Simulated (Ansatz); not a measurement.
Start from LaOF (space group R-3m, No. 166; a = 4.013 Å, c = 20.068 Å (hexagonal axes)).

Computed with Ansatz (a first-principles code), PBEsol, PAW, cutoff 420 eV, no SOC.

For the base:

| Property | Result |
|---|---|
| Volume per atom | 15.55 Å³ |

The change: cell and atoms relaxed at a pressure of 0.7 GPa.

Task: What does the calculation give for the volume per atom after the change?

Result: The volume per atom decreases by 0.09 Å³, from 15.55 Å³ to 15.46 Å³.

Load acts through the strain it causes; cell and atoms are relaxed under it. Stability against distortions was not tested.
